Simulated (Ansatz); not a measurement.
Start from ZnS in the zinc blende structure (space group F-43m, No. 216; a = 5.390 Å). Axes: x, y, z lie along the cube axes.

Computed with r2SCAN in Ansatz (plane waves to 500 eV, PAW, no spin-orbit coupling), earlier PAW set.

Strains are applied to the cell and any free atomic positions relax; under biaxial strain the out-of-plane vector relaxes too.

One change was made to it. Results:

```tsv
quantity	base	after
pressure	0.00 GPa	-1.63 GPa
valley order (the lowest conduction-band minima on the path, energy above the VBM, named in the base's zone)	Γ 2.70 eV; X along ⟨100⟩ 3.71 eV; L along ⟨111⟩ 3.82 eV	Γ 2.60 eV; X along ⟨100⟩ 3.75 eV; L along ⟨111⟩ 3.77 eV
```

Problem. Which of these changes matches the shifts?
(A) isotropic strain +0.73 %
(B) tensor shear ε_xy = −3.43 %
(C) biaxial strain +1.15 %, plane normal [111], relaxed out of plane
(D) isotropic strain +2.41 %

Solution. A, isotropic strain +0.73 %. For comparison, the valley order in the other runs: tensor shear ε_xy = −3.43 % gives Γ 2.42 eV; X along [001] 3.18 eV; L along [111] 3.34 eV; X along [100] 3.49 eV; isotropic strain +2.41 % gives Γ 2.37 eV; L along ⟨111⟩ 3.67 eV; X along ⟨100⟩ 3.86 eV; biaxial strain +1.15 %, plane normal [111], relaxed out of plane gives Γ 2.56 eV; L along [111] 3.58 eV; X along [001] 3.66 eV; L along [1-1-1] 3.77 eV.

The levels and masses belong to the bands next to the band gap. No phonon test of stability was made.

Ansatz is a quantum-chemistry and plane-wave program.
